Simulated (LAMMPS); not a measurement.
MD of Ag (fcc) at zero pressure, 2048 atoms, as a crystal; each row is its own run.

Computed with classical MD, pair style meam, file library.meam (library.meam-Ag), run in LAMMPS.

```csv
T (K),enthalpy (eV/atom)
200,-2.8001
300,-2.7787
560,-2.7246
930,-2.6391
1110,-2.5864
```

Task: Fit a straight line, y = a + b x, to these rows (x is the first column, y the second) and predict the run at x = 740.

Result: Least squares gives a = -2.8493 and b = 0.0002316. At x = 740 the fit predicts -2.6780 eV/atom. The run itself gave -2.6848 ± 0.0001 eV/atom, so the fit is 6.8 meV/atom high.

Caution: the potential MEAM library.meam-Ag is a first-neighbour MEAM set with a 4 Å cutoff, used here without a parameter file and away from the static properties it was fitted to.

Caution (row 1110): this crystal lies over the melting point of about 990 K that MEAM library.meam-Ag gives, so it is superheated.
